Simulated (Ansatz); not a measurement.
**CO on the 1x1 (101) surface of tetragonal HfO2 (a metastable polymorph) (cut with top plane O), one in a 2x1 cell, started at the site 'over Hf at depth 1.0 Å'**

Host crystal: tetragonal HfO2, with a band gap (PBE, scalar-relativistic without spin-orbit coupling).

All values below come from PBE (plane waves to 420 eV, PAW; Ansatz, a quantum-chemistry and plane-wave program).

Model: 38-atom slab, 7.6 Å thick at the start under the adsorbate (thin: gaps and levels are the slab's own), 3x3x1 mesh, Fermi-Dirac 0.01 eV, dipole correction, 16 atoms held, the rest relaxed; start symmetry kept, larger cells not searched; no spin, no spin-orbit, no U, no dispersion correction. At the end it is bonded to Hf. In PBE it is, or lies within 0.03 eV of, the lowest of the starts that converged.

The adsorption energy against CO(g) comes out as -0.45 eV and the change of the step from the bottom to the top vacuum level, against the clean slab comes out as -0.43 eV. The energy released by relaxation is 0.31 eV and the height of the binding atom over the mean of the host atoms within 0.3 Å of the top one comes out as 1.605 Å. The nearest host atoms of the binding atom is Hf at 2.45 Å, O at 2.78 Å, O at 2.78 Å and the largest move of a host atom is 0.13 Å.

A negative adsorption energy means that the adsorbate is more stable on the surface than in its reference.
